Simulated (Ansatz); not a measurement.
**How far PBE and r2SCAN part for LiNbO3, biaxial strain +2.40 %, plane normal [001], relaxed out of plane**

Base system: LiNbO$_{3}$ (space group R3c, No. 161).

```xyz
10
Lattice="2.5949 1.4982 4.6719 -2.5949 1.4982 4.6719 0.0000 -2.9963 4.6719" Properties=species:S:1:pos:R:3 pbc="T T T"
Li     0.0000     0.0000     9.8478
Li     0.0000     0.0000     2.8400
Nb     0.0000     0.0000    13.7893
Nb     0.0000     0.0000     6.7815
O     -0.6421     1.4586     8.2375
O      1.5842    -0.1732     8.2375
O     -0.9421    -1.2854     8.2375
O      1.0107     1.3250     5.9016
O      0.6421    -1.5378     5.9016
O     -1.6528     0.2128     5.9016
```

Cartesian axes are those of the cell as printed.

(Cell as relaxed with PBE.)

Levels (all Ansatz, an electronic-structure program, PAW): PBE (420 eV, no spin-orbit coupling); r2SCAN (500 eV, no SOC).

Each level relaxes its own structure.

| base | PBE | r2SCAN |
|---|---|---|
| volume per atom | 10.90 Å³ | 10.58 Å³ |
| lattice parameter a | 5.190 Å | 5.137 Å |

It is then changed as follows: biaxial strain +2.40 %, plane normal [001], relaxed out of plane (Cartesian); in-plane vectors clamped, the third vector and the atoms free.

| quantity | PBE | r2SCAN |
|---|---|---|
| energy relative to the base (free energy F) | +7.6 meV/atom | +8.2 meV/atom |
| pressure (mean of the normal stresses, compression positive) | -2.95 GPa | -3.29 GPa |
| shortest interatomic distance | 1.888 Å | 1.883 Å |
| ratio −ε⊥/ε∥ | 0.50 | 0.52 |

PBE's energy relative to the base lies 0.6 meV/atom below r2SCAN's; PBE's pressure lies 0.34 GPa above r2SCAN's; PBE's shortest interatomic distance lies 0.005 Å above r2SCAN's (0.3 %). Neither level is exact; r2SCAN is the comparison here, not a measurement.

Stability against distortions was not tested.
